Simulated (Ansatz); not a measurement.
Defect: interstitial O in wurtzite AlN, charge state -2. Method: PBE, PAW (plane waves to 420 eV; Ansatz, a first-principles code).

72-site cell at the relaxed PBE lattice, the Γ point alone, smearing 0.01 eV, spin-restricted, no finite-size correction. Static, classical nuclei. The charge state is imposed; whether it is stable for some Fermi level was not computed. Sites that were not tried may lie lower.

Barriers: single points on a 2×2×2 k-point mesh shifted by half a step along c at the bands' geometries (they differ from the bands' own by up to 0.16 eV, and are uncertain by about as much).

The step: a direct jump of one O atom. Atoms about the jump, Cartesian Å from the middle of the jump, before and after:

| atom | x0 | y0 | z0 | x1 | y1 | z1 |
|---|---|---|---|---|---|---|
| O1 | 0.00 | 0.00 | -1.24 | 0.00 | 0.00 | 1.24 |
| Al2 | 0.00 | -1.76 | 0.51 | 0.00 | -1.67 | 0.56 |
| Al3 | 1.53 | 0.88 | 0.51 | 1.45 | 0.84 | 0.56 |
| Al4 | -1.53 | 0.88 | 0.51 | -1.45 | 0.84 | 0.56 |
| N5 | 1.68 | -0.97 | 0.09 | 1.68 | -0.97 | -0.21 |
| N6 | -1.68 | -0.97 | 0.09 | -1.68 | -0.97 | -0.21 |
| N7 | 0.00 | 1.94 | 0.09 | 0.00 | 1.94 | -0.21 |
| Al8 | 1.45 | -0.84 | -1.92 | 1.58 | -0.91 | -2.05 |
| Al9 | -1.45 | -0.84 | -1.92 | -1.58 | -0.91 | -2.05 |
| Al10 | 0.00 | 1.67 | -1.92 | 0.00 | 1.83 | -2.05 |
| N11 | 0.00 | -1.81 | 2.45 | 0.00 | -1.94 | 2.57 |
| N12 | 1.57 | 0.91 | 2.45 | 1.68 | 0.97 | 2.57 |
| N13 | -1.57 | 0.91 | 2.45 | -1.68 | 0.97 | 2.57 |
| N14 | 0.00 | -1.94 | -2.69 | 0.00 | -1.81 | -2.63 |
| N15 | 1.68 | 0.97 | -2.69 | 1.57 | 0.91 | -2.63 |
| N16 | -1.68 | 0.97 | -2.69 | -1.57 | 0.91 | -2.63 |
| Al17 | 1.57 | -0.91 | 3.01 | 1.53 | -0.88 | 2.99 |
| Al18 | -1.57 | -0.91 | 3.01 | -1.53 | -0.88 | 2.99 |
| Al19 | 0.00 | 1.82 | 3.01 | 0.00 | 1.76 | 2.99 |

Problem. Where do these atoms stand at the saddle point, and how high is it?

Solution. 
| atom | x | y | z |
|---|---|---|---|
| O1 | 0.00 | 0.00 | -0.03 |
| Al2 | 0.00 | -1.71 | 0.43 |
| Al3 | 1.48 | 0.86 | 0.43 |
| Al4 | -1.48 | 0.86 | 0.43 |
| N5 | 1.87 | -1.07 | -0.12 |
| N6 | -1.87 | -1.07 | -0.12 |
| N7 | 0.00 | 2.16 | -0.12 |
| Al8 | 1.60 | -0.92 | -1.93 |
| Al9 | -1.60 | -0.92 | -1.93 |
| Al10 | 0.00 | 1.85 | -1.93 |
| N11 | 0.00 | -1.81 | 2.41 |
| N12 | 1.56 | 0.91 | 2.41 |
| N13 | -1.57 | 0.91 | 2.41 |
| N14 | 0.00 | -1.80 | -2.57 |
| N15 | 1.56 | 0.91 | -2.57 |
| N16 | -1.57 | 0.91 | -2.57 |
| Al17 | 1.56 | -0.90 | 2.99 |
| Al18 | -1.56 | -0.90 | 2.99 |
| Al19 | 0.00 | 1.80 | 2.99 |
It lies 1.86 eV above the start and 1.86 eV above the end. The saddle point's order was not checked, and it lies on a symmetry element of the cell, where a band can be held.
